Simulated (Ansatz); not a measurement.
Cell and atoms of amorphous Hf₁₈O₃₄:

```xyz
52
Lattice="8.7619 0.0000 0.0000 0.0000 8.7619 0.0000 0.0000 0.0000 8.7619" Properties=species:S:1:pos:R:3 pbc="T T T"
Hf     7.0858     6.1679     0.7313
Hf     3.1099     6.0113     3.6630
Hf     7.8803     3.1335     7.0505
Hf     0.6010     6.1441     6.5470
Hf     7.0069     8.5502     7.2009
Hf     8.4193     1.8452     1.5993
Hf     4.8755     0.0542     1.6702
Hf     0.2450     4.7358     3.4490
Hf     6.0166     3.6914     3.6477
Hf     5.6846     3.2035     0.4228
Hf     0.8803     8.4017     4.3962
Hf     2.5527     4.1308     0.2647
Hf     3.5917     7.3826     7.1424
Hf     1.5754     1.2015     7.2199
Hf     5.9092     6.8986     4.8286
Hf     2.7035     2.3695     3.2194
Hf     1.6782     7.7300     1.4466
Hf     4.8386     1.9826     6.1708
O      3.5495     0.7340     7.1877
O      8.7461     6.0925     1.8197
O      3.8447     3.2018     1.5830
O      2.5612     5.7733     1.6677
O      7.9638     3.0011     3.2768
O      2.9497     0.5926     2.2366
O      1.2263     6.3505     4.5348
O      3.5849     7.7723     0.4176
O      1.8474     1.3909     4.8445
O      7.9128     7.5185     5.4916
O      6.9154     4.6082     8.1296
O      6.3820     8.0877     0.4606
O      1.2040     3.1994     1.7573
O      5.2829     7.4568     2.9565
O      2.3450     5.7351     7.6116
O      4.1097     3.4246     7.7631
O      0.0763     4.3942     5.7731
O      6.1576     1.6810     7.7438
O      6.4067     3.1945     5.6201
O      8.2847     6.9634     8.0197
O      6.0149     4.7334     1.7553
O      4.4577     2.3676     4.1757
O      5.8150     0.2813     5.5740
O      0.0229     0.0773     2.6591
O      8.4274     1.1961     6.5255
O      1.2180     3.1291     7.7994
O      2.2035     4.1902     3.9784
O      3.7346     7.3056     5.1111
O      6.1143     1.7501     1.8996
O      0.8998     0.6348     0.2867
O      7.1977     5.4508     4.0216
O      4.7868     5.1389     4.3862
O      1.5934     7.9912     6.5214
O      5.5806     6.8940     6.9555
```

Computed with PBE, scalar-relativistic without spin-orbit coupling (plane waves to 420 eV, PAW; Ansatz, a program for electronic structure). The usual formal charges leave 4 electrons over, so the level spacing at the Fermi energy parts defect or band states and needn't be the band gap.

It comes from a melt-quench run on a machine-learned potential (CHGNet), relaxed afterwards by DFT. O atoms were pushed apart under 1.9 Å during the dynamics, to hinder bonds among them. The hot cell started wider than the set density and was brought back towards it in steps. It is the lowest in DFT energy of 2 quenches. It is a model cell: composition and starting density were chosen by hand, and all elements were melted together. No dispersion term was used. Its density started from a set value of 9.27 and ended at 9.27 g/cm³. The simulated quench (nominally 380 K/ps over its main leg) is rapid and tends to freeze in more defects than a deposited or slowly cooled glass has. A cell of this size samples the disorder only roughly. The volume was held where the preparation left it, at a PBE pressure of 3.7 GPa. Stress components on the final sampling reach 5.0 GPa.

Neighbours within Hf-Hf 3.34 Å, Hf-O 2.74 Å, O-O 1.58 Å count as bonded. Two cations that share two anions don't count as bonded, nor two that share one unless they lie closer than Hf-Hf 3.25 Å.

Give the coordination numbers, mean bond lengths and angles.


```yaml
Mean coordination of Hf by anions: 6.00 (4 with 5, 10 with 6, 4 with 7); 4 close contacts or bonds to cations besides
Mean coordination of O: 3.18 (28 with 3, 6 with 4)
Mean Hf-O bond: 2.133 Å (spread 0.121 Å, 108 counted)
Mean Hf-Hf close contact: 3.139 Å (spread 0.010 Å, 2 counted)
Bond angle at Hf: mean 102.1°, spread 29.6°
Bond angle at O: mean 114.0°, spread 17.6°
```

List the pairs of like atoms that count as bonded by the rules above.

Hf2-Hf17 (3.15 Å), Hf11-Hf17 (3.13 Å).
